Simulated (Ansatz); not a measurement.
The starting structures come from a database of crystals and need not be the phases stable at ambient conditions.

 Where the default PAW files enter, the runs use the earlier of Ansatz's two default sets.

Inside the gap of an insulator the Bloch states are evanescent, with a wavenumber k + iκ along the transport direction.

Here is the system:

```
CELL_PARAMETERS angstrom
      5.05680     0.00000     0.00000
     -2.52840     4.37932     0.00000
      2.52840     1.45977     4.83510
ATOMIC_POSITIONS crystal
  Cd 0.00000 0.50000 0.50000
  Pd 0.00000 0.00000 0.00000
  F  0.54703 0.94137 0.23226
  F  0.45297 0.05863 0.76774
  F  0.82637 0.60566 0.23226
  F  0.17363 0.39434 0.76774
  F  0.16208 0.22071 0.23226
  F  0.83792 0.77929 0.76774
```

Space group of this cell: R-3. The cell is taken as given.

Transport runs along the normal of the first two printed cell vectors, the (001) plane of the conventional cell.

The gap is the functional's own. No spin-orbit coupling. Mid-gap values are interpolated on the energy grid.

**Question.** Estimate the band gap and the smallest decay constant κ at mid-gap that r2SCAN (Ansatz, an electronic-structure program) returns for this system.

**Answer.** Gap 2.37 eV on a 8×8×8 mesh; κ = 0.542 1/Å, at (0.500, 0.000) of the in-plane reciprocal vectors. At the zone centre, at the nearest computed energy, the slowest state has κ = 0.61 1/Å.
